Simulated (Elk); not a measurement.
A self-consistent single point of GaBi (Fm-3m, 2 atoms in the cell) with Elk.

Level of theory: Elk 10.2.4 with PBE, all-electron FP-LAPW, Elk's shipped species files, APW+lo basis with extra local orbitals.

```yaml
crystal:
  lattice:
    - [0.00000, 2.87992, 2.87992]
    - [2.87992, 0.00000, 2.87992]
    - [2.87992, 2.87992, 0.00000]
  atoms:
    - { symbol: Bi, position: [0.00000, 0.00000, 0.00000] }
    - { symbol: Ga, position: [0.50000, 0.50000, 0.50000] }
```

Reference input (self-consistent single point, DFT, PBE, all-electron FP-LAPW, Elk's shipped species files, APW+lo basis with extra local orbitals): xctype = 20; rgkmax = 7.5; stype = 3; swidth = 0.00367493 Ha; ngridk = 9 9 9; gmaxvr = 16 1/bohr; nxlo = 2; lorbcnd = true; rmtscf = 0.98; lmaxi = 3. This run's input differs from it in these lines:

```diff
@@ -45,3 +45,3 @@
 ngridk
-  9 9 9
+  7 7 7
```

Output, abridged:

```
│ Self-consistent loop started │
│ Loop number : 1 │
 total energy                :     -23534.6478408
│ Loop number : 2 │
 total energy                :     -23534.6526543
RMS change in Kohn-Sham potential (target) :   0.1487324014     (  0.1000000000E-05)
Absolute change in total energy (target)   :   0.4813498228E-02 (  0.1000000000E-03)
│ Loop number : 3 │
 total energy                :     -23533.9893667
RMS change in Kohn-Sham potential (target) :   0.1369763289     (  0.1000000000E-05)
Absolute change in total energy (target)   :   0.6620842126     (  0.1000000000E-03)
│ Loop number : 4 │
   [... lines left out ...]
Absolute change in total energy (target)   :   0.4953052412E-03 (  0.1000000000E-03)
│ Loop number : 14 │
 total energy                :     -23525.8818181
RMS change in Kohn-Sham potential (target) :   0.1293146876E-06 (  0.1000000000E-05)
Absolute change in total energy (target)   :   0.1278786185E-03 (  0.1000000000E-03)
│ Loop number : 15 │
 total energy                :     -23525.8818079
RMS change in Kohn-Sham potential (target) :   0.1154192288E-07 (  0.1000000000E-05)
Absolute change in total energy (target)   :   0.4214544606E-04 (  0.1000000000E-03)
Convergence targets achieved

│ Loop number : 16 │

Energies :
 Fermi                       :     0.267337854642
 total energy                :     -23525.8818083

Density of states at Fermi energy :    18.89238490
 (states/Hartree/unit cell)

Estimated indirect band gap :   0.9113398212E-02
 from k-point     19 to k-point      1
Estimated direct band gap   :   0.3665587538E-01
 at k-point     14

Charges :
 core                        :    86.00000000
 valence                     :    28.00000000
 interstitial                :    3.258923257
 muffin-tins (core leakage)
  species :    1 (Bi)
   atom    1                 :    81.19171076     (  0.9092369753E-03)
  species :    2 (Ga)
   atom    1                 :    29.54936598     (  0.9750935980E-03)
 total in muffin-tins        :    110.7410767
 total calculated charge     :    113.9925711
 total charge                :    114.0000000
 error                       :   0.7428863704E-02

│ Self-consistent loop stopped │
```

The run converged in 16 iterations. The count includes the last loop, which Elk runs after its targets are met. Against the reference run the free energy falls by 9.3 meV/atom.

The starting cell was generated: these elements placed on a structure prototype, without a prior relaxation; it need not be a known phase or ordering of this composition. Spin-orbit coupling is off. Values depend on the basis (sphere radii, cutoffs, local orbitals), which need not be converged. The log's line on a gap gives a spacing of levels on this mesh, which the program prints for metals too.
